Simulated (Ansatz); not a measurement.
An Ansatz (a quantum-chemistry and plane-wave program) input (PBE (Ansatz), no SOC):

Ansatz 0.2 input:
```yaml
crystal:
  lattice:
    - [0, 5.6104102486, 5.6104102486]
    - [5.6104102486, 0, 5.6104102486]
    - [5.6104102486, 5.6104102486, 0]
  atoms:
    - { symbol: Bi, position: [0, 0, 0] }
    - { symbol: Ag, position: [0.5, 0.5, 0.5] }
    - { symbol: Cs, position: [0.25, 0.25, 0.25] }
    - { symbol: Cs, position: [0.75, 0.75, 0.75] }
    - { symbol: Br, position: [0.2513448474, 0.7486551526, 0.2513448474] }
    - { symbol: Br, position: [0.2513448474, 0.7486551526, 0.7486551526] }
    - { symbol: Br, position: [0.7486551526, 0.2513448474, 0.7486551526] }
    - { symbol: Br, position: [0.7486551526, 0.2513448474, 0.2513448474] }
    - { symbol: Br, position: [0.2513448474, 0.2513448474, 0.7486551526] }
    - { symbol: Br, position: [0.7486551526, 0.7486551526, 0.2513448474] }
basis: { ecutwfc: 420, ecutrho_ratio: 4, xc_grid: 2, fft_grid_basis: typed }
kpoints: { mp_grid: { grid: [5, 5, 5] } }
hamiltonian:
  xc: pbe
  dispersion: none
  pseudopotentials: { kind: paw }
scf: { occupations: { method: fermi_dirac, width: 0.05 }, convergence: { dr2_threshold: 0.000000001 } }
relax: { f_tol: 0.005, max_steps: 50 }
output: { forces: true, stress: true }
checkpoint: { write: state.ck, write_every: 1000 }
```

### Question
Which symmetry and how many k-points will the program report, and about how many plane waves at Γ?

### Answer
Space group Fm-3m (ITA 225) with 48 operations, k-points 10 of 125, and 6855 plane waves at Γ.

### Question
And the final pressure?

### Answer
1.69 GPa (compression positive).

The cells carry an imposed strain or load. Stability against distortions was not tested. The cell was made from Cs₂AgBiBr₆ (space group Fm-3m, No. 225) by this change: isotropic strain −2.25 %.
